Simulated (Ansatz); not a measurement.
The starting structures come from a database of crystals and need not be the phases stable at ambient conditions.

Tunnelling through a barrier is set by its complex band structure: the current falls as exp(−2κd) with the smallest κ.

Data:

```
La2Na3B3O9
1.0
    6.77767     0.00000     0.00000
   -2.78698     6.17816     0.00000
    0.00000     0.00000     5.18313
Na La B O
3 2 3 9
Direct
  0.54240   0.54240   0.00000
  0.87090   0.87090   0.50000
  0.28850   0.28850   0.50000
  0.95670   0.38310   0.00000
  0.38310   0.95670   0.00000
  0.70810   0.27850   0.50000
  0.27850   0.70810   0.50000
  0.94200   0.94200   0.00000
  0.13230   0.13230   0.00000
  0.74460   0.95480   0.00000
  0.95480   0.74460   0.00000
  0.25030   0.90030   0.50000
  0.90030   0.25030   0.50000
  0.61710   0.29930   0.26640
  0.29930   0.61710   0.73360
  0.61710   0.29930   0.73360
  0.29930   0.61710   0.26640
```

Space group of this cell: Amm2. The cell is taken as given; by r2SCAN its mean pressure is -2.9 GPa.

Transport runs along the normal of the first two printed cell vectors.

The gap is the functional's own. No spin-orbit coupling. Mid-gap values are interpolated on the energy grid.

Question: State the band gap and the smallest decay constant κ at mid-gap according to Ansatz (a first-principles code) with r2SCAN.

Answer: Gap 4.32 eV on a 6×6×6 mesh; κ = 0.394 1/Å, at the zone centre.
